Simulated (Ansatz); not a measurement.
Structure of amorphous In24O38Ti (periodic cell):

```xyz
63
Lattice="9.5853 -0.0579 -0.1597 -0.0579 9.6714 -0.0236 -0.1597 -0.0236 9.5992" Properties=species:S:1:pos:R:3 pbc="T T T"
In     4.7559     0.3152     7.0987
In     9.1621     9.1609     2.3621
In     6.4867     5.6571     1.3295
In     1.3418     2.8333     3.5033
In     5.4712     9.3221     1.1141
In     7.3918     1.4036     5.6900
In     6.5593     4.4553     4.9497
In     0.2138     4.4582     6.7065
In     2.3977     6.9982     6.6632
In     5.6923     7.6211     4.3950
In     3.4180     3.2154     6.1865
In     9.1411     6.6199     9.2424
In     2.2819     8.0166     0.9314
In     6.7815     3.5640     8.2123
In     2.7068     1.6907     0.3765
In     4.4834     1.7567     3.3971
In     7.3959     2.2554     2.0745
In     5.9400     6.9223     7.9203
In     3.0961     5.0826     9.2839
In     2.7280     9.0250     4.1335
In     8.4233     0.2323     8.7388
In     3.3602     5.5053     3.2092
In     8.4917     7.8736     5.9086
In     1.3503     1.0168     6.9695
O      6.6094     1.3370     7.9245
O      3.2772     1.7440     7.8274
O      8.2169     7.8333     3.7948
O      3.5922     6.4121     1.3655
O      2.6614     3.6281     0.9751
O      6.2716     7.5492     0.4130
O      5.2892     5.1296     8.9346
O      3.5387     9.4733     0.2086
O      3.4925     3.5766     4.0475
O      1.6948     8.8742     5.9969
O      8.3059     4.7425     3.8107
O      3.5402     7.0026     4.7488
O      2.4526     4.8587     7.1915
O      0.3695     6.3577     5.7061
O      1.2665     4.9629     3.2456
O      6.2798     9.2312     5.7020
O      6.6599     6.4272     5.9148
O      1.2664     2.7927     5.7233
O      5.3907     3.6790     6.5075
O      4.2157     7.9643     7.4295
O      1.3320     7.9731     2.9285
O      0.2713     8.6953     0.5386
O      6.4653     2.3990     4.0198
O      7.9243     7.8587     7.9680
O      5.6263     5.6516     3.2818
O      8.5994     4.9284     8.2033
O      4.7448     9.0171     3.1043
O      5.2918     1.7588     1.4812
O      7.3442     3.7928     0.7408
O      8.6401     6.2559     1.6069
O      7.6493     0.3369     1.1172
O      1.6473     6.7450     8.8121
O      7.9968     3.3184     6.2788
O      3.7805     1.0400     5.2888
O      2.4341     1.1624     2.7080
O      8.9496     0.2585     6.4813
O      0.6295     1.5027     8.9013
O      9.1772     1.5635     3.0880
Ti     9.3650     6.0290     3.3274
```

These are PBE, scalar-relativistic without spin-orbit coupling (plane waves to 420 eV, PAW; Ansatz, a quantum-chemistry and plane-wave program) values and carry that method's errors.

A CHGNet melt-quench gave the starting glass, which DFT then relaxed. O atoms were pushed apart under 1.9 Å during the dynamics, to hinder bonds among them. The hot cell started wider than the set density and was brought back towards it in steps. It is the lowest in DFT energy of 2 quenches. It is a model cell: composition and starting density were chosen by hand, and all elements were melted together. No dispersion term was used. Its density started from a set value of 6.37 and ended at 6.37 g/cm³. The quench (nominally 220 K/ps over its main leg) was far faster than any real one, so the model tends to hold more defects than a real film. Values belong to this one cell and scatter from quench to quench. The volume was held where the preparation left it and the shape relaxed, at a PBE pressure of 0.7 GPa. Stress components on the final sampling reach 0.7 GPa.

Neighbours within In-In 3.12 Å, In-O 2.68 Å, In-Ti 3.12 Å, O-O 1.58 Å, O-Ti 2.49 Å, Ti-Ti 3.12 Å count as bonded. Two cations that share two anions don't count as bonded, nor two that share one unless they lie closer than In-In 3.04 Å, In-Ti 3.04 Å, Ti-Ti 3.04 Å.

Q: Give the coordination numbers, mean bond lengths and angles.

A: 
The mean coordination of In by anions comes out as 5.38 (15 with 5, 9 with 6). The mean coordination of O is 3.53 (2 with 2, 14 with 3, 22 with 4) and the mean coordination of Ti by anions is 5.00 (1 with 5). The mean In-O bond is 2.194 Å (spread 0.094 Å, 129 counted) and the mean O-Ti bond comes out as 1.999 Å (spread 0.215 Å, 5 counted). The bond angle at In is mean 104.9°, spread 27.8°, the bond angle at O is mean 110.4°, spread 14.8° and the bond angle at Ti comes out as mean 106.5°, spread 28.6°.

Q: List the pairs of like atoms that count as bonded by the rules above.

A: There are none by these rules.
